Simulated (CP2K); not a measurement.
Band structure of Sr₃In (Fm-3m, 4 atoms in the cell).

```
Sr3In
1.0
    6.12983     0.00000     0.00000
    3.06492     5.30859     0.00000
    3.06492     1.76953     5.00499
Sr In
3 1
Direct
  0.75000   0.75000   0.75000
  0.25000   0.25000   0.25000
  0.50000   0.50000   0.50000
  0.00000   0.00000   0.00000
```

Computed with PBEsol, GPW, DZVP-MOLOPT-SR-GTH basis, GTH-PBE potentials (GTH_POTENTIALS) in CP2K 2026.2.

Settings: CUTOFF = 500 Ry; REL_CUTOFF = 40 Ry; SMEAR/METHOD = FERMI_DIRAC; ELECTRONIC_TEMPERATURE = 1160.45 K; KPOINTS/SCHEME = MONKHORST-PACK 7 7 7; XC_FUNCTIONAL = PBE:PBESOL; Sr/BASIS_SET = DZVP-MOLOPT-SR-GTH; Sr/POTENTIAL = GTH-PBE-q10; In/BASIS_SET = DZVP-MOLOPT-SR-GTH; In/POTENTIAL = GTH-PBE-q13; METHOD = GPW; EPS_DEFAULT = 1e-10; EXTRAPOLATION = USE_GUESS; NGRIDS = 5.

The starting cell comes from a database of computed structures (which also holds hypothetical and non-ambient phases and stackings), without a prior relaxation at this level. Values carry the incompleteness of an atom-centred basis. The potentials were made for another functional than the one used.

Levels in eV from the Fermi level, bands 19 to 24:
```tsv
point	19	20	21	22	23	24
Γ	-0.58	-0.58	-0.58	-0.24	0.32	0.32
X	-2.29	-1.04	-0.58	-0.33	-0.33	1.70
W	-1.77	-1.77	-1.36	0.00	0.97	0.97
K	-2.02	-1.77	-0.60	-0.49	0.80	1.21
L	-2.68	-0.73	-0.73	0.67	0.76	1.05
U	-2.02	-1.77	-0.60	-0.49	0.80	1.21
```

Bands cross the Fermi level along this path, so the cell is metallic at this level.

Higher empty bands are left out: an atom-centred basis made for the valence describes them poorly.
